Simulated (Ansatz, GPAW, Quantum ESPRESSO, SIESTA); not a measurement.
## Code comparison for MgCu₄Sn (F-43m, 6 atoms in the cell)

Self-consistent single point.

```
CELL_PARAMETERS angstrom
      0.00000     3.45038     3.45038
      3.45038     0.00000     3.45038
      3.45038     3.45038     0.00000
ATOMIC_POSITIONS crystal
  Mg 0.75000 0.75000 0.75000
  Cu 0.87350 0.37550 0.37550
  Cu 0.37550 0.37550 0.87350
  Cu 0.37550 0.87350 0.37550
  Cu 0.37550 0.37550 0.37550
  Sn 0.00000 0.00000 0.00000
```

Shared settings, as Ansatz (a first-principles code) writes them: kpoints.mp_grid.grid = 2 2 2; scf.occupations.method = fermi_dirac; scf.occupations.width = 0.1 eV. Potentials and cutoffs stand in the table.

| code | model | pressure (GPa) | largest force (eV/Å) | cutoff |
|---|---|---|---|---|
| SIESTA | GGA PBEsol, numerical atomic orbitals TZP, PseudoDojo PBEsol standard norm-conserving potentials (rewritten from UPF to PSML) | 4.90 | 0.206 | grid 350 Ry |
| GPAW | PBEsol, GPAW PAW datasets PBEsol (made by gpaw-setup) | 5.72 | 0.189 | 850 eV |
| Quantum ESPRESSO | PBEsol, GBRV 1.5 ultrasoft (PBESOL) pseudopotentials | 3.72 | 0.181 | 50 Ry |
| Ansatz | PBEsol, PAW files made with PBE | 4.95 | 0.181 | default |

On Ansatz's run: spin polarisation is off.

The spread over the programs that give each value: pressure within 2.00 GPa; largest force within 0.025 eV/Å.

SIESTA uses small atom-centred bases, whose incompleteness enters pressures, forces and empty levels differently from a plane-wave cutoff. Ansatz's pressure is given at a fixed set of plane waves, as the other plane-wave codes print theirs; with its correction for the finite basis it is 5.02 GPa. In the pressure, Quantum ESPRESSO (by 1.23) lies more than 1 GPa from the median of the plane-wave programs.

On the base mesh (9 9 9) the same programs gave: Ansatz pressure 3.42 GPa; Quantum ESPRESSO pressure 2.22 GPa; GPAW pressure 4.19 GPa; SIESTA pressure 3.20 GPa.

The values differ from the base mesh's, so the mesh still matters here: the table compares the programs at equal settings.

The starting cell comes from a database of computed structures (which also holds hypothetical and non-ambient phases and stackings), without a prior relaxation at this level. Its lattice was rescaled by a random factor within 2.5 % of one.

Left out of this page: ABINIT (with a known weakness of the program); FLEUR (failed or unconverged).

Keys are those of Ansatz 0.2.
